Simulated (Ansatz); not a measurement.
## Pressure series in Al

Start from Al in the fcc (Cu type) structure (space group Fm-3m, No. 225; a = 3.983 Å).

Cell and atoms are relaxed at each pressure.

Method: plane-wave PAW DFT at the LDA level (Ansatz, an electronic-structure program, 420 eV), no spin-orbit coupling.

Notes on the quantities. enthalpy: H = E + PV relative to the base's energy.

```json
[
 {"case": "base", "enthalpy": "–", "volume per atom": "15.79 Å³"},
 {"case": "pressure −2 GPa", "enthalpy": "-0.20 eV/atom", "volume per atom": "16.20 Å³"},
 {"case": "pressure −1 GPa", "enthalpy": "-0.10 eV/atom", "volume per atom": "15.99 Å³"},
 {"case": "pressure 0.9 GPa", "enthalpy": "+0.09 eV/atom", "volume per atom": "15.63 Å³"},
 {"case": "pressure 2.1 GPa", "enthalpy": "+0.20 eV/atom", "volume per atom": "15.42 Å³"},
 {"case": "pressure 4.5 GPa", "enthalpy": "+0.43 eV/atom", "volume per atom": "15.05 Å³"},
 {"case": "pressure 9 GPa", "enthalpy": "+0.85 eV/atom", "volume per atom": "14.46 Å³"},
 {"case": "pressure 15 GPa", "enthalpy": "+1.38 eV/atom", "volume per atom": "13.84 Å³"},
 {"case": "pressure 22.5 GPa", "enthalpy": "+2.01 eV/atom", "volume per atom": "13.21 Å³"},
 {"case": "pressure 30 GPa", "enthalpy": "+2.61 eV/atom", "volume per atom": "12.70 Å³"}
]
```

Load acts through the strain it causes; cell and atoms are relaxed under it. No phonon test of stability was made. Competing high-pressure phases were not computed.
